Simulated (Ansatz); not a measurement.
The reference is CrI3 in the BiI3 type structure (space group R-3, No. 148; a = 6.818 Å, c = 19.478 Å (hexagonal axes); ferromagnetic; layered, stacked along the Cartesian z axis).

Method: PBE-D3(BJ)/PAW in Ansatz (a quantum-chemistry and plane-wave program), no spin-orbit coupling.

For the base:

* **c/a ratio**: 2.857
* **Band gap**: 1.08 eV
* **Volume per atom**: 32.67 Å³
* **Gap character**: indirect, k = (0.167, 0.167, -1/3) in the run's primitive reciprocal basis → T

The change: a hydrostatic pressure of 1.5 GPa.

**Question.** What does the calculation give for the c/a ratio, band gap, volume per atom and gap character after the change?

**Answer.** The c/a ratio decreases by 0.0515, from 2.857 to 2.805; the band gap falls by 0.088 eV, from 1.08 eV to 1.00 eV; the volume per atom drops by 2.18 Å³ to 30.49 Å³; the gap character goes from indirect, k = (0.167, 0.167, -1/3) in the run's primitive reciprocal basis → T to indirect, Γ → T.

The magnetic state is the one reached from the starting moments; the real material's order can differ, and small cells can't hold many antiferromagnetic ones. Spin-orbit coupling, missing from the scalar runs, can matter with I. Load acts through the strain it causes; cell and atoms are relaxed under it. Stability against distortions was not tested.
